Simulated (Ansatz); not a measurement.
**InP: energy against volume**

InP (zinc blende, F-43m, 24.730 Å³/atom and stress up to 0.01 GPa in the relaxed cell, cube axes along x, y and z) under an equal strain ε along all three axes. LDA in Ansatz, a plane-wave DFT program (PAW, default set), 420 eV, 10×10×10 Γ-centred mesh, Fermi-Dirac smearing 0.05 eV; ions are relaxed, or left where forces stay under 0.02 eV/Å, within the symmetry of each cell.

Here V stands for volume and E for E less E0.

```csv
volume (Å³/atom),E less E0 (meV/atom),pressure (GPa)
23.2758,21.26,4.96
23.6339,11.74,3.58
23.9956,5.12,2.30
24.3610,1.25,1.11
24.7301,0.00,0.00
25.1029,1.22,-1.03
25.4795,4.78,-1.98
25.8597,10.57,-2.87
26.2438,18.44,-3.68
27.0233,?,?
```

Task: Fit E against V with the third-order Birch-Murnaghan form, a cubic in V^(-2/3), and predict the withheld value at V = 27.0233.

Result: With u = V^(-2/3) - 0.1179, the rows have u = 0.0047677, 0.0035255, 0.0023022, 0.0010972, -0.0000898, -0.0012591, -0.0024113, -0.0035461, -0.0046646. Least squares gives E = 0.007 + 155.4·u + 891436·u² + 2315878·u³. Residuals (row less fit): -0.002, 0.004, 0.002, -0.004, 0.000, 0.000, -0.003, 0.008, -0.003; standard error 0.005 (degrees of freedom: 5). Its minimum lies at u = -0.0000872, so V0 = (0.1178128)^(-3/2) = 24.73. There d²E/du² = 1782000 and d³E/du³ = 1.390e7, so B0 = (4/9) × 24.73^(-7/3) × 1782000 × 0.160218 = 71.2 GPa (the last factor turns the table's units into GPa), and B0' = 4 + (2/3) × 0.1178128 × (1.390e7)/1782000 = 4.6. B0' rests on the cubic coefficient alone and has a standard error of 0.1 from these residuals. At the withheld row, u = -0.0068528, so E = 0.007 + 155.4 × (-0.0068528) + 891436 × (-0.0068528)² + 2315878 × (-0.0068528)³ = 40.059 meV/atom. The calculation gives 39.99 meV/atom, 0.069 meV/atom below the prediction (0.2 % of the range of E in the table). The row lies outside the fitted rows, so this is an extrapolation. The scatter of the fitted rows lies at the last printed digit.

Other structures, which can take over under pressure, weren't tried. The same form fitted to the pressure column gives B0' = 4.7; series where the two differ by over 0.4 aren't shown. Rows are the converged runs of the series near zero and its far end, less any whose ions stayed unrelaxed beside relaxed ones; series whose fitted rows scatter by over a few per cent of the range, as at a crossing or softening among them, aren't shown in this form.
